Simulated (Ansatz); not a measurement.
A set of cells, compared by their Bader charge of O.

Cell A: a slab of Ag (fcc, Fm-3m) cut along (111), 33 atoms, hexagonal cell of 5.87 Å (29.8 Å²), symmetry P3m1, 17.9 Å thick under 16 Å of vacuum, in-plane vectors held at the crystal's; planes from bottom to top: Ag4 × 8 | O, its two faces unlike (dipole correction applied); added, foreign or displaced atoms, above the top plane: O bound to 3 Ag at 2.12 Å; spin state with PBE: run without spin, k-point mesh 7×7×1.
```xyz
33
Lattice="5.8660 0.0000 0.0000 2.9330 5.0801 0.0000 0.0000 0.0000 33.9672" Properties=species:S:1:pos:R:3 pbc="T T T"
Ag     5.8670     1.6928     8.0556
Ag     2.9320     1.6928     8.0556
Ag     7.3324     4.2334     8.0585
Ag     4.3995     4.2345     8.0556
Ag     0.0008     0.0004    10.4390
Ag     2.9322     0.0004    10.4390
Ag     1.4665     2.5392    10.4390
Ag     4.3995     2.5400    10.4402
Ag     1.4665     0.8467    12.8116
Ag     4.3995     0.8454    12.8062
Ag     2.9318     3.3874    12.8062
Ag     5.8671     3.3874    12.8062
Ag     5.8627     1.6952    15.1860
Ag     2.9362     1.6952    15.1860
Ag     7.3324     4.2334    15.1913
Ag     4.3995     4.2296    15.1860
Ag     0.0018     0.0010    17.5692
Ag     2.9312     0.0010    17.5692
Ag     1.4665     2.5379    17.5692
Ag     4.3995     2.5400    17.5837
Ag     1.4665     0.8467    19.9534
Ag     4.3995     0.8359    19.9521
Ag     2.9236     3.3921    19.9521
Ag     5.8753     3.3921    19.9521
Ag     5.8711     1.6904    22.3098
Ag     2.9278     1.6904    22.3098
Ag     7.3324     4.2334    22.3934
Ag     4.3995     4.2394    22.3098
Ag    -0.0668    -0.0386    24.7539
Ag     2.9998    -0.0386    24.7539
Ag     1.4665     2.6172    24.7539
Ag     4.3995     2.5400    24.6146
O      1.4665     0.8467    25.9190
```

Cell B: a slab of Ag (fcc, Fm-3m) cut along (111), 9 atoms, hexagonal cell of 2.93 Å (7.4 Å²), symmetry P3m1, 18.0 Å thick under 16 Å of vacuum, in-plane vectors held at the crystal's; planes from bottom to top: Ag × 8 | O, its two faces unlike (dipole correction applied); added, foreign or displaced atoms, above the top plane: O bound to 3 Ag at 2.12 Å; spin state with PBE: run without spin, k-point mesh 18×18×1.
```yaml
crystal:
  lattice:
    - [2.93298, 0.00000, 0.00000]
    - [1.46649, 2.54003, 0.00000]
    - [0.00000, 0.00000, 33.96723]
  atoms:
    - { symbol: Ag, position: [0.66667, 0.66667, 0.23637] }
    - { symbol: Ag, position: [0.00000, 0.00000, 0.30652] }
    - { symbol: Ag, position: [0.33333, 0.33333, 0.37654] }
    - { symbol: Ag, position: [0.66667, 0.66667, 0.44689] }
    - { symbol: Ag, position: [0.00000, 0.00000, 0.51735] }
    - { symbol: Ag, position: [0.33333, 0.33333, 0.58790] }
    - { symbol: Ag, position: [0.66667, 0.66667, 0.65819] }
    - { symbol: Ag, position: [0.00000, 0.00000, 0.72776] }
    - { symbol: O, position: [0.33333, 0.33333, 0.76519] }
```

Computed with Ansatz (plane waves, PAW), its default PAW set, cutoff 420 eV. The structures are at rest with PBE, within the held lattices. Neutral cells; Fermi-Dirac smearing of at most 0.10 eV in the solids, energies taken to zero width. Larger cells are relaxed from a start prepared with the learned potential CHGNet, on a coarser mesh till forces fall under 0.03 eV/Å, which some starts already meet. The structures are the rest points that the relaxations reached, not proven lowest. No correction for cell size. A dispersion term ran beside these levels; it doesn't touch the electrons. Electrons of density maxima off the nuclei are shared among the atoms. Mean over the atoms, with the range where they differ; positive means electrons lost.

### Question
Give the Bader charge of O (e) at the level PBE, cell by cell.

### Answer
```csv
system,PBE
A,-0.85
B,-0.59
```

With PBE the value of B exceeds that of A by 0.26 e.

Ansatz is a first-principles code.
